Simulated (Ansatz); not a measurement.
Evanescent states of SiC (P6_3mc, 8 atoms a cell, 10.3 Å³ an atom) along the normal of (110)

Computed with r2SCAN (plane waves, PAW; Ansatz, an electronic-structure program).

No gap correction and no spin-orbit coupling; mid-gap is the computed energy nearest the middle.

Energies count from the valence-band top; κ is the least over a 6×4 mesh across the current.

```json
[
 {"E (eV)": "0.07", "κ (1/Å)": "0.070", "where": "Γ"},
 {"E (eV)": "0.20", "κ (1/Å)": "0.118", "where": "Γ"},
 {"E (eV)": "0.33", "κ (1/Å)": "0.149", "where": "Γ"},
 {"E (eV)": "0.46", "κ (1/Å)": "0.172", "where": "Γ"},
 {"E (eV)": "0.58", "κ (1/Å)": "0.192", "where": "Γ"},
 {"E (eV)": "0.71", "κ (1/Å)": "?", "where": "Γ"},
 {"E (eV)": "0.84", "κ (1/Å)": "?", "where": "Γ"},
 {"E (eV)": "0.97", "κ (1/Å)": "?", "where": "Γ"},
 {"E (eV)": "1.10", "κ (1/Å)": "?", "where": "Γ"},
 {"E (eV)": "1.24", "κ (1/Å)": "?", "where": "Γ"},
 {"E (eV)": "1.36", "κ (1/Å)": "?", "where": "Γ"},
 {"E (eV)": "1.50", "κ (1/Å)": "?", "where": "Γ"},
 {"E (eV)": "1.62", "κ (1/Å)": "?", "where": "Γ"},
 {"E (eV)": "1.75", "κ (1/Å)": "?", "where": "Γ"},
 {"E (eV)": "1.89", "κ (1/Å)": "?", "where": "Γ"},
 {"E (eV)": "2.02", "κ (1/Å)": "0.164", "where": "Γ"},
 {"E (eV)": "2.15", "κ (1/Å)": "0.151", "where": "Γ"},
 {"E (eV)": "2.27", "κ (1/Å)": "0.136", "where": "Γ"},
 {"E (eV)": "2.40", "κ (1/Å)": "0.113", "where": "Γ"},
 {"E (eV)": "2.54", "κ (1/Å)": "0.067", "where": "Γ"}
]
```

Task: Complete the blanks.

Result: 
- 0.71, κ (1/Å): 0.208
- 0.84, κ (1/Å): 0.223
- 0.97, κ (1/Å): 0.227
- 1.10, κ (1/Å): 0.222
- 1.24, κ (1/Å): 0.216
- 1.36, κ (1/Å): 0.210
- 1.50, κ (1/Å): 0.202
- 1.62, κ (1/Å): 0.194
- 1.75, κ (1/Å): 0.185
- 1.89, κ (1/Å): 0.175
